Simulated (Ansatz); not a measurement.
The starting structures come from a database of crystals and need not be the phases stable at ambient conditions.

Inside the gap of an insulator the Bloch states are evanescent, with a wavenumber k + iκ along the transport direction.

Here is the system:

```xyz
20
Lattice="5.0551 0.0000 0.0000 0.0000 12.6338 0.0000 0.0000 0.0000 5.5691" Properties=species:S:1:pos:R:3 pbc="T T T"
Bi     0.1952     4.7233     1.7740
Bi     4.8599     7.9106     3.7951
Bi     2.3323     1.5936     1.7740
Bi     2.7228    11.0402     3.7951
Bi     2.7228     7.9106     1.0106
Bi     2.3323     4.7233     4.5586
Bi     4.8599    11.0402     1.0106
Bi     0.1952     1.5936     4.5586
O      3.1000    11.8959     1.8013
O      1.9552     0.7379     3.7679
O      4.4827     7.0549     1.8013
O      0.5724     5.5790     3.7679
O      0.5724     0.7379     0.9833
O      4.4827    11.8959     4.5859
O      1.9552     5.5790     0.9833
O      3.1000     7.0549     4.5859
O      3.7914     9.4754     2.6756
O      1.2638     3.1585     2.8936
O      1.2638     3.1585     0.1090
O      3.7914     9.4754     5.4602
```

Space group of this cell: Pccn. The cell is taken as given; by PBEsol its mean pressure is -0.5 GPa.

Transport runs along the normal of the first two printed cell vectors.

The gap is the functional's own. No spin-orbit coupling. Mid-gap values are interpolated on the energy grid.

Task: Compute, with PBEsol in Ansatz (a first-principles code), the band gap and the smallest decay constant κ at mid-gap.

Result: Gap 2.28 eV on a 6×4×6 mesh; κ = 0.344 1/Å, at (0.333, 0.000) of the in-plane reciprocal vectors. At the zone centre, at the nearest computed energy, the slowest state has κ = 0.37 1/Å.
